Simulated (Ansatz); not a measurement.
# A computed series for MgSe: element substitutions

The reference is MgSe in the rock salt structure (space group Fm-3m, No. 225; a = 5.4722 Å).

Each row replaces one element on all its sites; cell and atoms are relaxed.

Computed with r2SCAN, PAW, 500 eV (Ansatz, a quantum-chemistry and plane-wave program; without spin-orbit coupling).

### Question
Only one of these has no band gap. Which?
A. Se → O
B. Mg → Ca
C. Se → Mo

### Answer
C, Se → Mo. Computed: Se → Mo: zero; Mg → Ca: 2.52 eV; Se → O: 5.68 eV

Whether these cells are dynamically stable was not tested. As relaxed here, MgMo is a hypothetical phase, not in the database extracts checked. All final runs are without spin polarisation.
